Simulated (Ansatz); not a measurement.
Results of PBEsol (PAW; Ansatz, a program for electronic structure) for Rh (P6₃/mmc, No. 194, 4 atoms in the cell; start mp-1186916; another form than the element's usual one).

The run printed, among other lines:

```
Relaxation: its limit of steps is 80 (relax.max_steps)
Crystal: 4 atoms, lattice volume = 53.023 Å³
Basis set: ecut = 520 eV, 1389 PW (Γ), exchange–correlation on 40×40×144 points (8 copies of the dense FFT grid, shifted against one another)
Bands: 41, of which v1, the nominal top of the filled ones, is band 34 counted from 1 (33 counted from 0)
Symmetry: 24 space group operations
Space group: P63/mmc (ITA 194), of the structure as read, at distance tolerance 3.8e-5 Å
k-points: 244 of 3456
Initial density: superposition of atomic densities (chi_scale 0.1, normalization cell)
Functional: x = pbesol(κ = 0.804, μ = 0.12345679012345678), c = pbesol(β = 0.046)
SCF iter   1: F=—  HF=-25357.389541 eV  |F-HF|=—  |Δ(HF+E_count)|=         —  Δρ=1.21e-1  dr2=7.22e0
SCF iter   2: F=—  HF=-25355.515820 eV  |F-HF|=—  |Δ(HF+E_count)|=    1.87e0  Δρ=5.58e-2  dr2=1.48e0
  ...
SCF 1 converged in 7 iterations: F = -25355.090416 eV  dr2 = 8.25e-8
Crystal: 4 atoms, lattice volume = 53.023 Å³
Initial density: handed on by an earlier stage of this run
SCF iter   8: F=-25355.090417 eV  HF=-25355.090417 eV  |F-HF|=7.28e-12  |Δ(HF+E_count)|=    0.00e0  Δρ=4.50e-10  dr2=7.11e-17
SCF iter   9: F=-25355.090417 eV  HF=-25355.090417 eV  |F-HF|=0.00e0  |Δ(HF+E_count)|=    0.00e0  Δρ=1.27e-10  dr2=4.81e-18
SCF 2 converged in 9 iterations: F = -25355.090417 eV  dr2 = 4.81e-18
SCF converged after 9 iterations
Free energy (F): -25355.090417 eV
Internal energy: -25355.047602 eV  (E = F + TS)
E sigma→0 (E₀):  -25355.069009 eV
Fermi energy:    23.366224 eV
--- Forces (eV/Å), atoms counted from 1 ---
  atom   1  Rh    -0.00000000     0.00000000     0.00000000
  atom   2  Rh    -0.00000000     0.00000000    -0.00000000
  atom   3  Rh    -0.00000000     0.00000000     0.00000000
  atom   4  Rh     0.00000000    -0.00000000     0.00000000
--- Stress (GPa, compression-positive) ---
        6.260051       0.000000       0.000000
        0.000000       6.260051       0.000000
        0.000000       0.000000       6.274696
  P = ⅓ Tr σ = 6.2649 GPa (62.649 kbar)
```

### Question
Write an input file that could have produced this run (the log leaves some choices open).

### Answer
Several could match; the one computed here: 
Ansatz 0.2 input:
```yaml
crystal:
  lattice:
    - [2.6575236393, 0.0, 0.0]
    - [-1.3287618197, 2.3014829828, 0.0]
    - [0.0, 0.0, 8.6692419737]
  atoms:
    - { symbol: Rh, position: [0.0, 0.0, 0.0] }
    - { symbol: Rh, position: [0.0, 0.0, 0.5] }
    - { symbol: Rh, position: [0.3333333333, 0.6666666667, 0.25] }
    - { symbol: Rh, position: [0.6666666667, 0.3333333333, 0.75] }
basis:
  ecutwfc: 520
  ecutrho_ratio: 4
  xc_grid: 2
kpoints:
  mp_grid: { grid: [24, 24, 6] }
hamiltonian:
  xc: pbesol
  dispersion: none
  pseudopotentials: { azcp: { folder: ./paw }, kind: paw }
scf:
  occupations: { method: fermi_dirac, width: 0.05 }
output:
  forces: true
  stress: true
  eigenvalues: true
relax:
  f_tol: 0.004
  escape_saddle: false
  max_steps: 80
  cell: { stress_tol: 0.02, fix: [volume] }
```

The cell is one volume of an energy–volume scan, off the minimum.

The PAW data were made under PBE.

Note: the run has no spin polarisation, so it can have missed a magnetic state. Note: the relaxation could not lower the start's symmetry, so the cell can be a saddle point above a distorted one.

It cost about 60 core-seconds (a rough figure) of CPU time.

A start named mp-… is a Materials Project structure, which need not be a measured phase.
